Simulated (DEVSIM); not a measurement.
Structure: Al/SiO2/p-Si capacitor, at 300 K.

| layer (left to right) | material | thickness (nm) | Na (cm⁻³) |
|---|---|---|---|
| 1 | SiO2 | 40.0 | - |
| 2 | Si | 2100 | 7.7e16 |

Metal gate on the left, work function 4.1 eV. Fixed charge at the semiconductor interface 0 cm⁻² (in units of +e); interface traps 4.7e11 cm⁻² eV⁻¹, uniform in energy, neutral level at 0.3 of the gap above the valence band.

This is a model device: material constants are rounded textbook-type values typed into the input, and sizes, dopings and lifetimes were drawn at random. Values at 300 K; Nc and Nv go as T^1.5, mobilities as T to minus their exponent, the gap by Varshni's rule with the affinity fixed.

| parameter | SiO2 | Si |
|---|---|---|
| gap (eV) | 9 | 1.124 |
| affinity (eV) | 0.9 | 4.05 |
| permittivity | 3.9 | 11.7 |
| Nc (cm⁻³) | - | 2.86e19 |
| Nv (cm⁻³) | - | 3.1e19 |
| Varshni α (eV/K) | - | 0.000473 |
| Varshni β (K) | - | 636 |

Simulated with DEVSIM: 1D Poisson equation in equilibrium, Boltzmann statistics, complete ionisation; no quantum confinement or tunnelling. Metal contacts follow the ideal Schottky-Mott rule: no Fermi-level pinning, no interface dipoles.

Base results: minimum of the low-frequency capacitance (μF/cm²) 0.0577; capacitance of the dielectric stack (μF/cm²) 0.0863; flat-band voltage (V) -1.08.

### Question
What follows from this one change: temperature 300 → 450 K?

### Answer
minimum of the low-frequency capacitance 0.0577 → 0.0608 μF/cm²; capacitance of the dielectric stack little changed (0.0863 μF/cm²); flat-band voltage -1.08 → -0.83 V.

### Question
What follows from this one change: fixed charge 0 → 3.3e+11 cm^-2?

### Answer
minimum of the low-frequency capacitance little changed (0.0578 μF/cm²); capacitance of the dielectric stack little changed (0.0863 μF/cm²); flat-band voltage -1.08 → -1.69 V.

### Question
What follows from this one change: gate work function 4.1 → 4.4 eV?

### Answer
minimum of the low-frequency capacitance little changed (0.0578 μF/cm²); capacitance of the dielectric stack little changed (0.0863 μF/cm²); flat-band voltage -1.08 → -0.78 V.

### Question
What follows from this one change: SiO2 thickness 0.04 → 0.016 μm?

### Answer
minimum of the low-frequency capacitance 0.0577 → 0.0969 μF/cm²; capacitance of the dielectric stack 0.0863 → 0.216 μF/cm²; flat-band voltage -1.08 → -0.98 V.

### Question
What follows from this one change: interface trap density 4.7e+11 → 0 cm^-2 eV^-1?

### Answer
minimum of the low-frequency capacitance 0.0577 → 0.0462 μF/cm²; capacitance of the dielectric stack little changed (0.0863 μF/cm²); flat-band voltage -1.08 → -0.92 V.
